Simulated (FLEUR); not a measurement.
Input and output of a self-consistent single point for SrCa3 (P1, 4 atoms in the cell) (FLEUR).

Computed with PBEsol, all-electron FLAPW (FLEUR), scalar-relativistic valence in FLEUR.

```
CELL_PARAMETERS angstrom
      0.00000     4.51788     4.51788
      4.51788     0.00000     4.51788
      4.51788     4.51788     0.00000
ATOMIC_POSITIONS crystal
  Sr 0.00502 0.99748 0.99525
  Ca 0.23970 0.25792 0.24915
  Ca 0.75125 0.74340 0.75151
  Ca 0.50403 0.50120 0.50409
```

Reference input (self-consistent single point, DFT, LDA (Vosko-Wilk-Nusair), all-electron FLAPW (FLEUR), scalar-relativistic valence): Kmax = 3.8 1/bohr; GmaxXC = 15.2 1/bohr; xcFunctional = vwn; jspins = 1; l_soc = F; mode = gauss; fermiSmearingEnergy = 0.00734986 Htr; mesh (inpgen div1-3) = 3 3 3; inpgen gamma flag = false; Gmax = 15.2 1/bohr; numbands = 0; maxIterBroyd = 25. This run's input differs from it in these lines:

```diff
@@ -16,3 +16,3 @@
 &comp jspins=1 /
-&exco xctyp='vwn' /
+&exco xctyp='PBEs' /
 &kpt div1=3 div2=3 div3=3 /
@@ -29,3 +29,3 @@
       <coreElectrons ctail="T" frcor="F" kcrel="0" coretail_lmax="0"/>
-      <xcFunctional name="vwn" relativisticCorrections="F"/>
+      <xcFunctional name="PBEs" relativisticCorrections="F"/>
       <magnetism jspins="1"/>
```

The program printed (abridged):

```
 Iteration:     1   Distance:       1.78779572 me/bohr^3
 Iteration:     2   Distance:       1.68610711 me/bohr^3
 Iteration:     3   Distance:       0.64779386 me/bohr^3
 Iteration:     4   Distance:       0.21021137 me/bohr^3
 Iteration:     5   Distance:       0.14006607 me/bohr^3
   [... 6 lines left out ...]
 Iteration:    12   Distance:       0.00030160 me/bohr^3
 Iteration:    13   Distance:       0.00026015 me/bohr^3
 Iteration:    14   Distance:       0.00007199 me/bohr^3
 Iteration:    15   Distance:       0.00000929 me/bohr^3
 Reset of history
 Run finished successfully
 Stop message:
   Structural relaxation: new displacements generated

[file out, last iteration]
             iter=     16
[...]
          total density-effective poten   -8.3967873451E+03
          total charge density-energy d   -2.0898695451E+02
 Updated energy parameters for spin:           1
[...]
 fermi energy and band-weighting factors:

[...]
FERMIE:
          first approx. to ef    (T=0)  :   0.129987 htr   (energy of the highest occ. eigenvalue)
          number of occ. states  (T=0)  :        280
          first approx. to seigv (T=0)  : -26.458883 htr
          sum of weights of occ. states :  20.037037
          sum of semicore charge        :   0.000000 e
          fermi energy=   0.12882 har   work function=  -3.50536 ev
          number of valence electrons=  40.00000
   [... lines left out ...]
          total moment                 =     0.00000
 Direct bandgap for spin            1 :    2.0631082019370611E-002  Htr
 ---->    free energy=                     -5216.5770565289 htr
   [... lines left out ...]
 TOTAL FORCE FOR ATOM TYPE=  2  X=  4.329   Y=  4.174   Z=  4.248
                       FX_TOT=-0.001213 FY_TOT= 0.002032 FZ_TOT= 0.000879
 TOTAL FORCE FOR ATOM TYPE=  3  X= -4.312   Y= -4.245   Z= -4.314
                       FX_TOT= 0.000390 FY_TOT= 0.000355 FZ_TOT= 0.001335
 TOTAL FORCE FOR ATOM TYPE=  4  X= -8.492   Y= -8.468   Z= -8.493
                       FX_TOT=-0.000608 FY_TOT=-0.001713 FZ_TOT=-0.001249
```

The run converged in 15 iterations. FLEUR gives forces in its relaxation mode, with a further iteration, so its stop message speaks of a relaxation. Against the reference run the largest force goes from 0.113 to 0.130 eV/Å.

The starting cell comes from a database of computed structures (which also holds hypothetical and non-ambient phases and stackings), without a prior relaxation at this level. Its atoms were displaced at random from the sites of space group no. 225. Values depend on the basis (sphere radii, cutoffs, local orbitals), which need not be converged. The log's line on a gap gives a spacing of levels on this mesh, which the program prints for metals too.

Cost on one core of a shared machine: roughly 5 min.
